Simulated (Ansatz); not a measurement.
The starting structures come from a database of crystals and need not be the phases stable at ambient conditions.

Here is the system:

```
AlGaN2
1.0
    3.20819     0.00000     0.00000
    0.00000     5.19883     0.00000
    1.60409     0.00000     2.72389
Al Ga N
1 1 2
Direct
  0.00000   0.00074   0.00000
  0.66667   0.50283   0.66667
  0.66667   0.88820   0.66667
  0.00000   0.37184   0.00000
```

Space group of this cell: Cm. The cell is strained (lengths across the current scaled by 1.02, ions clamped); by r2SCAN its mean pressure is -7.7 GPa.

Transport runs along the normal of the first two printed cell vectors.

The gap is the functional's own. No spin-orbit coupling. Mid-gap values are interpolated on the energy grid.

Task: Give the band gap and the smallest decay constant κ at mid-gap that r2SCAN run with Ansatz (a program for electronic structure) yields.

Result: Gap 3.00 eV on a 12×6×12 mesh; κ = 0.206 1/Å, at the zone centre.
